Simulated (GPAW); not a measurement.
Checking a run of GPAW on K2Zn3GeAs4 (C222, 10 atoms in the cell). The aim is a self-consistent single point with DFT LDA (Perdew-Wang 92), plane waves, GPAW PAW datasets LDA (gpaw-data 1.0.1).

Cell that was meant: a = 7.8567 Å, b = 7.8567 Å, c = 5.8333 Å, α = 90.00°, β = 90.00°, γ = 136.33°.

Part of the input:

```python
                         [1.418793, 1.561422, 1.417604]],
              pbc=True)

calc = GPAW(mode=PW(150),
            xc='LDA',
            kpts={'size': (4, 4, 3), 'gamma': True},
            occupations={'name': 'marzari-vanderbilt', 'width': 0.136},
```

Output, abridged:

```
Input parameters:
  kpts: {gamma: True,
         size: (4, 4, 3)}
  maxiter: 150
  mode: {ecut: 150.0,
         name: pw}
  nbands: -18
   [... lines left out ...]
   9 As     1.418793    1.561422    1.417604    ( 0.0000,  0.0000,  0.0000)

Unit cell:
           periodic     x           y           z      points  spacing
  1. axis:    yes    2.922455   -7.292955    0.000000    24     0.2261
  2. axis:    yes    2.922455    7.292955    0.000000    24     0.2261
  3. axis:    yes    0.000000    0.000000    5.833280    18     0.3241

  Lengths:   7.856713   7.856713   5.833280
  Angles:   90.000000  90.000000 136.325774

Effective grid spacing dv^(1/3) = 0.2884
     iter     time        total  log10-change:
                         energy   eigst   dens
iter:   1 --:--:--   -24.903576
iter:   2 --:--:--   -24.180921   -2.33  -1.22
iter:   3 --:--:--   -22.654283   -1.71  -1.26
iter:   4 --:--:--   -22.659803   -3.18  -1.57
iter:   5 --:--:--   -22.511077   -2.73  -1.66
iter:   6 --:--:--   -22.501970   -3.60  -1.91
iter:   7 --:--:--   -22.452052   -3.22  -2.10
iter:   8 --:--:--   -22.459471   -4.23  -2.74
iter:   9 --:--:--   -22.445394c  -3.95  -2.72
iter:  10 --:--:--   -22.444947c  -5.86  -3.08
iter:  11 --:--:--   -22.444897c  -6.26  -3.16
iter:  12 --:--:--   -22.444990c  -6.28  -3.19
iter:  13 --:--:--   -22.444803c  -6.11  -3.24
iter:  14 --:--:--   -22.444823c  -7.40  -3.56
iter:  15 --:--:--   -22.444710c  -6.42  -3.61
iter:  16 --:--:--   -22.444698c  -7.25  -4.08c
iter:  17 --:--:--   -22.444696c  -8.03c -4.18c
Converged after 17 iterations.

Dipole moment: (0.000037, -0.000000, -0.000000) |e|*Ang

Energy contributions relative to reference atoms: (reference = -481742.494092)

Kinetic:        -66.124123
Potential:      +75.634660
External:        +0.000000
XC:             -34.089261
Entropy (-ST):   +0.008998
Local:           +2.125031
SIC:             +0.000000
--------------------------
Free energy:    -22.444696
Extrapolated:   -22.444696

Showing only first 2 kpts
 Kpt  Band  Eigenvalues  Occupancy
  0    37      3.80322    2.14238
  0    38      4.02211    0.88609
  0    39      4.03079    0.79710
  0    40      5.14124    0.00000

  1    37      3.19714    2.00000
  1    38      3.77245    2.10134
  1    39      4.89312    0.00000
  1    40      6.11035    0.00000

   [... lines left out ...]
Fermi level: 4.03037
No gap
   [... lines left out ...]
  5 Ge    0.00000    0.00000    0.00000
  6 As   -0.05698   -0.46549   -0.04416
  7 As    0.05698    0.46549   -0.04416
  8 As   -0.05698    0.46549    0.04416
  9 As    0.05698   -0.46549    0.04416

Stress tensor:
     0.434667    -0.000000     0.000000
    -0.000000     0.433781     0.000000
     0.000000     0.000000     0.434849
Stress (GPa, Voigt): [69.6413 69.4993 69.6705  0.      0.     -0.    ]
```

**Question.** Can these results be used? Check the input.

**Answer.** The run is not sound. The fault is a basis or grid far too coarse for these potentials. The error of an incomplete plane-wave basis or grid does not cancel at such settings. To fix it, restore the cutoff that the potentials need and check convergence. The run converged in 17 iterations without an error; against the sound input the free energy goes up by 1.56 eV/atom, the pressure goes from -4.47 to -69.60 GPa and the largest force goes from 0.509 to 0.471 eV/Å.

The sound input it was made from differs as follows (other fixes are possible):
```diff
-calc = GPAW(mode=PW(150),
+calc = GPAW(mode=PW(850),
```

With that input, the run converged in 22 iterations: free energy E − TS (from the program's reference atoms) -38.0699 eV; Fermi level (on the code's own zero) 4.04 eV; pressure -4.47 GPa; largest force (vector length) 0.509 eV/Å (DFT LDA (Perdew-Wang 92), plane waves, GPAW PAW datasets LDA (gpaw-data 1.0.1)).

On the sound input: the starting cell comes from a database of computed structures (which also holds hypothetical and non-ambient phases and stackings), without a prior relaxation at this level. With a pressure of about -4 GPa the cell is away from its equilibrium volume at this level. The run gives no clean gap (levels at the Fermi energy touch, overlap or are partly filled at this smearing), which alone does not show that the compound is a metal. Without a gap this mesh is coarse (it stands for a supercell whose shortest vector is 17 Å).
